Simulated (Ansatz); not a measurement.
Cell and atoms of amorphous Si26O46:

```
CELL_PARAMETERS angstrom
     10.35140     0.00000     0.00000
      0.00000    10.35140     0.00000
      0.00000     0.00000    10.35140
ATOMIC_POSITIONS crystal
  Si 0.94315 0.65588 0.94500
  Si 0.74561 0.02743 0.91998
  Si 0.36138 0.71878 0.08183
  Si 0.56011 0.20169 0.57649
  Si 0.36989 0.05923 0.73021
  Si 0.50779 0.85482 0.87529
  Si 0.83934 0.72342 0.59454
  Si 0.97814 0.48251 0.69374
  Si 0.37207 0.45848 0.97645
  Si 0.78208 0.26430 0.74163
  Si 0.10252 0.83752 0.62984
  Si 0.88182 0.84811 0.32316
  Si 0.80687 0.04538 0.13581
  Si 0.13971 0.01701 0.85700
  Si 0.04331 0.00571 0.39311
  Si 0.98968 0.27719 0.23626
  Si 0.46707 0.47781 0.49125
  Si 0.27674 0.26121 0.16247
  Si 0.99530 0.55043 0.22244
  Si 0.29654 0.97308 0.21840
  Si 0.60822 0.49023 0.85145
  Si 0.55951 0.72253 0.62875
  Si 0.44137 0.49353 0.22897
  Si 0.16867 0.57018 0.48877
  Si 0.46187 0.95357 0.47349
  Si 0.80371 0.42887 0.39121
  O  0.81275 0.78073 0.45032
  O  0.33568 0.11337 0.15175
  O  0.47478 0.75774 0.75533
  O  0.85263 0.55251 0.29468
  O  0.30065 0.60286 0.98740
  O  0.23024 0.12079 0.76836
  O  0.70750 0.74339 0.67337
  O  0.16711 0.71678 0.55025
  O  0.16166 0.87842 0.76969
  O  0.28315 0.85239 0.11499
  O  0.36012 0.97878 0.59295
  O  0.92654 0.32053 0.37493
  O  0.45003 0.43874 0.84256
  O  0.40387 0.97243 0.85969
  O  0.00601 0.54640 0.83687
  O  0.38289 0.64146 0.21847
  O  0.91871 0.33741 0.71346
  O  0.10378 0.47423 0.59781
  O  0.52831 0.81396 0.50469
  O  0.10299 0.56790 0.34240
  O  0.14008 0.23395 0.23559
  O  0.47976 0.32655 0.52610
  O  0.40325 0.93990 0.32939
  O  0.68131 0.09952 0.05052
  O  0.77252 0.94618 0.25357
  O  0.86541 0.96584 0.00763
  O  0.53833 0.50111 0.35098
  O  0.71076 0.23629 0.60362
  O  0.48958 0.15970 0.71185
  O  0.80412 0.12457 0.81145
  O  0.09999 0.96220 0.53470
  O  0.15760 0.97954 0.28715
  O  0.65060 0.91917 0.86009
  O  0.68753 0.35264 0.83039
  O  0.55776 0.08039 0.47465
  O  0.27854 0.33636 0.02032
  O  0.87552 0.56881 0.60434
  O  0.35016 0.36558 0.25755
  O  0.01115 0.64366 0.09467
  O  0.53990 0.56938 0.59619
  O  0.49573 0.46383 0.08302
  O  0.95267 0.80267 0.66590
  O  0.49226 0.77494 0.00994
  O  0.99663 0.40876 0.14924
  O  0.31778 0.52331 0.47756
  O  0.89983 0.16447 0.17493
```

Methods: PBE (Ansatz, a program for electronic structure); HSE06 (Ansatz). Neutral PBE cell, which sets geometry, pressure and energy: sampling: a 2×2×2 Γ-centred mesh; Fermi-Dirac width 0.02 eV; no spin polarisation. The usual formal charges leave 12 electrons over, so the level spacing at the Fermi energy parts defect or band states and needn't be the band gap. Exact exchange is cut at the faces of this 10 Å cell, which leaves hybrid gaps a finite-size error.

The cell was made by melting and quenching with the CHGNet potential and then relaxed with DFT. O atoms were pushed apart under 1.9 Å during the dynamics, to hinder bonds among them. It is a model cell: composition and starting density were chosen by hand, and all elements were melted together. No dispersion term was used. Its density started from a set value of 2.19 and ended at 2.19 g/cm³. Cooling (nominally 1200 K/ps over its main leg) ran many orders faster than in experiment, which tends to leave more defects and strain. One small periodic cell is one sample of the glass; other quenches scatter about these values. The volume was held where the preparation left it.

Problem. Give the pressure, the energy against reference phases and the spacing of the highest filled and lowest empty levels.

Solution. 
The pressure on a 2×2×2 Γ-centred mesh is 1.21 GPa and the largest force and stress component on that mesh (the relaxation ran on the zone centre alone) comes out as 0.11 eV/Å and 3.3 GPa. The energy relative to alpha cristobalite + silicon (lowest mix at this level among the phases computed, not always the ambient ones) is 0.255 eV/atom. The level spacing at the Fermi energy on a 2×2×2 Γ-centred mesh (PBE) is 1.76 eV. The level spacing at the Fermi energy at the zone centre (PBE) comes out as 1.77 eV. The level spacing at the Fermi energy at the zone centre (HSE06) is 2.55 eV and the distance between the nearest levels spread over more than a fifth of the atoms or a third of the atoms of their main element (six at least) (PBE, zone centre) is 4.61 eV.

Problem. At PBE and the zone centre, how localised are the states just below and above the Fermi level (participation number: the atoms over which a state spreads)?

Solution. The highest filled state is spread over 4.8 atoms' worth, largest on Si15, with weights by element (charge in smoothed Voronoi cells) Si 0.67, O 0.33. The lowest empty state is spread over 5.1 atoms' worth, largest on Si12, with weights by element (charge in smoothed Voronoi cells) Si 0.68, O 0.32.

At PBE the levels at both edges of the gap are localised (band-tail or defect states), and the nearest spread-out levels lie 4.6 eV apart at the zone centre.

Bonds are counted up to Si-Si 2.60 Å, Si-O 1.92 Å, O-O 1.58 Å. Two cations that share two anions don't count as bonded, nor two that share one unless they lie closer than Si-Si 2.38 Å.

Added carriers, by PBE (Ansatz) on the zone centre alone. Charged cells keep the cell fixed and stand in a uniform background, with no image correction, at a width of 0.01 eV; where the count is odd the moment is locked at 1 μB, unless the neutral cell bore moments. Each starts from the undistorted neutral geometry alone. PBE's self-interaction favours spread-out carriers, so it can miss traps that a hybrid finds.

Problem. What happens at PBE when the cell takes an extra electron and the atoms relax?

Solution. Relaxation lowers the charged cell by 0.43 eV. The largest moves are Si12 0.21 Å, Si1 0.13 Å, O51 0.13 Å, O30 0.12 Å. The level that holds the added charge spreads over 5.6 atoms' worth, most on Si15 (weight 0.29): a localised (trapped) carrier, which neighbours of that atom can share. No bond crosses its cut-off with a change of over 0.15 Å. Made neutral again at that geometry, the cell lies +0.48 eV from the neutral start.

Problem. What happens at PBE when the cell takes a hole and the atoms relax?

Solution. Relaxation lowers the charged cell by 0.53 eV. The largest moves are Si15 0.30 Å, O58 0.30 Å, O49 0.23 Å, Si12 0.20 Å. The level that was emptied spreads over 4.5 atoms' worth, most on Si12 (weight 0.33): a localised (trapped) carrier, which neighbours of that atom can share. No bond crosses its cut-off with a change of over 0.15 Å. Made neutral again at that geometry, the cell lies +0.75 eV from the neutral start.
